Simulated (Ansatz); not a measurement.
Take WC (space group P-6m2, No. 187; a = 2.9226 Å, c = 2.8464 Å; relaxed with 0.1 eV smearing) as the base. Axes: x lies along a and z along c of the hexagonal cell.

(Cell as relaxed with PBE.)

Levels (all Ansatz, a program for electronic structure, PAW, earlier PAW set): PBE (420 eV, spin-orbit coupling left out); r2SCAN (500 eV, without spin-orbit coupling).

Each level relaxes its own structure.

| base | PBE | r2SCAN |
|---|---|---|
| volume per atom | 10.53 Å³ | 10.42 Å³ |
| lattice parameter a | 5.523 bohr | 5.505 bohr |
| band gap | zero | zero |

Perturbation: compressive biaxial strain of 2.09 % in the plane normal to [001], as in epitaxy on a mismatched substrate; the out-of-plane cell vector and the atoms relax.

| quantity | PBE | r2SCAN |
|---|---|---|
| pressure (mean of the normal stresses, compression positive) | 13.2 GPa | … |
| shortest interatomic distance | 4.135 bohr | … |

Problem. Predict the r2SCAN column.

Solution. 
- pressure (mean of the normal stresses, compression positive), r2SCAN: 14.0 GPa
- shortest interatomic distance, r2SCAN: 4.120 bohr

PBE's pressure lies 0.8 GPa below r2SCAN's; PBE's shortest interatomic distance lies 0.015 bohr above r2SCAN's (0.4 %). Neither level is exact; r2SCAN is the comparison here, not a measurement.

Whether these cells are dynamically stable was not tested. The final runs are not spin-polarised.
